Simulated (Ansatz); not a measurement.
The reference is SrTiO3 in the cubic perovskite structure (space group Pm-3m, No. 221; a = 3.8542 Å).

Method: Kohn–Sham DFT with the LDA functional, run in Ansatz (an electronic-structure program) with PAW and 420 eV plane waves, no spin-orbit coupling.

Strains are applied to the cell and any free atomic positions relax.

One change was made to it. Results:

The energy rises by 53 meV/atom; the band gap drops by 0.157 eV (1.85 eV → 1.70 eV); the width of the top valence band shrinks by 0.05 eV, from 1.07 eV to 1.02 eV.

**Question.** Name the change that was made.
(A) isotropic strain +2.40 %
(B) isotropic strain +0.60 %
(C) isotropic strain +3.00 %
(D) isotropic strain +1.80 %

**Answer.** C, isotropic strain +3.00 %. For comparison, the energy relative to the base in the other runs: isotropic strain +2.40 % gives +34 meV/atom; isotropic strain +1.80 % gives +20 meV/atom; isotropic strain +0.60 % gives +2.3 meV/atom.

No phonon test of stability was made. All final runs are without spin polarisation. Many cubic perovskites are stable only at high temperature; tilts and polar distortions were not tested.
